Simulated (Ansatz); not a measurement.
BeSe: pressure series

Consider BeSe in the zinc blende structure (space group F-43m, No. 216).

```
BeSe
1.0
    0.00000     2.56445     2.56445
    2.56445     0.00000     2.56445
    2.56445     2.56445     0.00000
Be Se
1 1
Direct
  0.00000   0.00000   0.00000
  0.25000   0.25000   0.25000
```

Cell and atoms are relaxed at each pressure.

Calculations: plane-wave PAW DFT at the PBEsol level (Ansatz, a program for electronic structure, 420 eV), no spin-orbit coupling.

Candidates:
(a) pressure −1 GPa
(b) pressure 9 GPa
(c) pressure 15 GPa
(d) pressure 0.9 GPa
(e) pressure 22.5 GPa

Base values:

The band gap is 2.47 eV.

Question: Order them by band gap, highest first.

Answer: (a) pressure −1 GPa (2.49 eV), (d) pressure 0.9 GPa (2.44 eV), (b) pressure 9 GPa (2.24 eV), (c) pressure 15 GPa (2.11 eV), (e) pressure 22.5 GPa (1.96 eV)

Load acts through the strain it causes; cell and atoms are relaxed under it. Stability against distortions was not tested. Competing high-pressure phases were not computed.
